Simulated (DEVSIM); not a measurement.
Structure: GaP n-i-p diode, at 400 K.

```
layer (left to right)  material  thickness (μm)  Nd (cm⁻³)  Na (cm⁻³)  τn (s)  τp (s)
---------------------  --------  --------------  ---------  ---------  ------  ------
1                           GaP           0.750       4e18          -    2e-6    2e-6
2                           GaP           0.250          -     1.8e11    2e-6    2e-6
3                           GaP           0.440          -     7.2e18    2e-6    2e-6
```

Left contact: ohmic. Right contact: ohmic. Voltage is applied to the left contact. Recombination: SRH at mid-gap, Auger. Mobility is constant in doping.

The device is made up for the run: typed textbook-type constants, with dimensions and the other settings drawn at random. Values at 300 K; Nc and Nv go as T^1.5, mobilities as T to minus their exponent, the gap by Varshni's rule with the affinity fixed.

| parameter | GaP |
|---|---|
| gap (eV) | 2.26 |
| affinity (eV) | 3.8 |
| permittivity | 11.1 |
| Nc (cm⁻³) | 1.8e19 |
| Nv (cm⁻³) | 1.9e19 |
| μn (cm²/Vs) | 250 |
| μp (cm²/Vs) | 150 |
| T exponent of μn | 1.6 |
| T exponent of μp | 1.98 |
| Cn (cm⁶/s) | 1e-30 |
| Cp (cm⁶/s) | 1e-30 |
| Varshni α (eV/K) | 0.00058 |
| Varshni β (K) | 372 |

DEVSIM, 1D drift-diffusion, Boltzmann statistics, complete ionisation; no tunnelling, impact ionisation, image-force lowering or self-heating.

The thickness of layer 3 was swept, all else fixed.

| thickness of layer 3 (μm) | dark forward voltage at 1 A/cm² (V) | dark forward voltage at 100 A/cm² (V) |
|---|---|---|
| 0.088 | 1.654 | 1.814 |
| 0.15 | 1.670 | 1.830 |
| 0.26 | 1.685 | 1.845 |
| 0.44 | 1.697 | 1.857 |
| 0.75 | … | … |
| 1.3 | 1.716 | 1.875 |
| 2.2 | 1.721 | 1.880 |

**Question.** What belongs in the gaps?

**Answer.** 
- 0.75, dark forward voltage at 1 A/cm² (V): 1.708
- 0.75, dark forward voltage at 100 A/cm² (V): 1.867
